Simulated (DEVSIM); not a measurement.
Device: W/La2O3/p-Ge capacitor, at 300 K.

| layer (left to right) | material | thickness (nm) | Na (cm⁻³) |
|---|---|---|---|
| 1 | La2O3 | 13.0 | - |
| 2 | Ge | 4000 | 2.2e16 |

Metal gate on the left, work function 4.6 eV. Fixed charge at the semiconductor interface -1.5e10 cm⁻² (in units of +e); no interface traps.

Constants are typed, rounded textbook-type inputs, not results; the design itself was drawn at random and stands for no fabricated device. Values at 300 K.

```
parameter      La2O3       Ge
-------------  -----  -------
gap (eV)         5.8    0.664
affinity (eV)    1.8        4
permittivity      27       16
Nc (cm⁻³)          -  1.04e19
Nv (cm⁻³)          -     6e18
```

DEVSIM, 1D Poisson equation in equilibrium, Boltzmann statistics, complete ionisation; no quantum confinement or tunnelling. Metal contacts follow the ideal Schottky-Mott rule: no Fermi-level pinning, no interface dipoles.

**Question.** Give the band bending (positive: bands bend down) and minority sheet density.

**Answer.** 
```csv
Vg (V),ψs (V),minority carriers (cm⁻²)
-0.2,-0.143,< 1e8
-0.05,-0.088,< 1e8
0.1,0.015,< 1e8
0.25,0.149,< 1e8
0.4,0.290,1.1e9
0.55,0.423,1.3e11
0.7,0.494,1.0e12
```
